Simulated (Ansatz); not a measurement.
## Ag under a change: uniaxial strain ε_zz = −3.00 %

Take Ag in the fcc (Cu type) structure (space group Fm-3m, No. 225; a = 4.001 Å; relaxed with 0.1 eV smearing) as the base. Axes: x, y, z lie along the cube axes.

Perturbation: uniaxial strain ε_zz = −3.00 %, all other strain components held at zero; the atoms relax in the strained cell.

Level of theory: LDA, PAW, 420 eV (Ansatz, a program for electronic structure; no spin-orbit coupling). k-mesh 28×28×28 (Γ-centred); smearing 0.1 eV (Fermi–Dirac).

```tsv
quantity	base	changed	shift
shortest interatomic distance	2.829 Å	2.787 Å	-0.042 Å
energy relative to the base (free energy F)	0 meV/atom	+8.1 meV/atom	+8.1 meV/atom
pressure (mean of the normal stresses, compression positive)	0.0 GPa	4.7 GPa	+4.7 GPa
band gap	zero	zero	–
stress (xx, yy, zz, yz, xz, xy; compression positive)	–	(4.2, 4.2, 5.5, 0.0, 0.0, 0.0) GPa	–
```

No phonon test of stability was made.
